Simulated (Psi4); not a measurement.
Psi4 1.11, PBE0/def2-svp: W(S)2(SH)2 ([S]=[W](=[S])([SH])[SH]), 7 atoms. The geometry is a generated start, not checked to be a minimum at this level.

```yaml
task: energy
method: pbe0
basis: def2-svp
memory: 3 GB
maxiter: 100
keys_of_the_molecule_block: symmetry c1
scf_type: df (default)
e_convergence: 1e-06 (default)
d_convergence: 1e-06 (default)
dft_radial_points: 75 (default)
dft_spherical_points: 302 (default)
effective_core_potentials: those of the basis set, past Kr
basis_functions: 114
grid_points: 151374
```

```xyz
7

W      0.3496    -0.0685     0.1168
S      1.6892    -1.6210    -0.6108
S      1.2869     1.0303     1.7493
S     -0.0728     1.4535    -1.6203
H     -0.1921     2.5308    -0.8289
S     -1.5853    -1.0991     0.9556
H     -1.4755    -2.2260     0.2383
```

Charge 0 and multiplicity 1 are set for this test and not shown to be the ground state.

With the defaults (diis = true, scf_initial_accelerator = adiis, damping_percentage = 0, diis_start = 1, guess = auto, which took SAD, diis_max_vecs = 10) it converges in 11 SCF iterations. One run each on 2 threads, with these changes:
- damping_percentage = 20
- diis_max_vecs = 20
- diis = false, scf_initial_accelerator = none, damping_percentage = 60
- diis_start = 4
- scf_initial_accelerator = none
- diis_max_vecs = 6
- guess = huckel
- guess = sapgau
- guess = sadno

Problem. Name the settings that don't reach the solution of the defaults.

Solution. No convergence: diis = false, scf_initial_accelerator = none, damping_percentage = 60 (the run ends without SCF convergence in 100 iterations). The rest reach the solution of the defaults.

```json
[
 {"setting": "the defaults", "SCF iterations": "11", "end": "same solution"},
 {"setting": "diis_max_vecs = 20", "SCF iterations": "11", "end": "same solution"},
 {"setting": "scf_initial_accelerator = none", "SCF iterations": "11", "end": "same solution"},
 {"setting": "diis_max_vecs = 6", "SCF iterations": "12", "end": "same solution"},
 {"setting": "guess = huckel", "SCF iterations": "13", "end": "same solution"},
 {"setting": "guess = sadno", "SCF iterations": "13", "end": "same solution"},
 {"setting": "guess = sapgau", "SCF iterations": "14", "end": "same solution"},
 {"setting": "diis_start = 4", "SCF iterations": "19", "end": "same solution"},
 {"setting": "damping_percentage = 20", "SCF iterations": "28", "end": "same solution"},
 {"setting": "diis = false, scf_initial_accelerator = none, damping_percentage = 60", "SCF iterations": "100", "end": "no convergence"}
]
```

1 further run of the study ended by our limits or in an error and is left out.
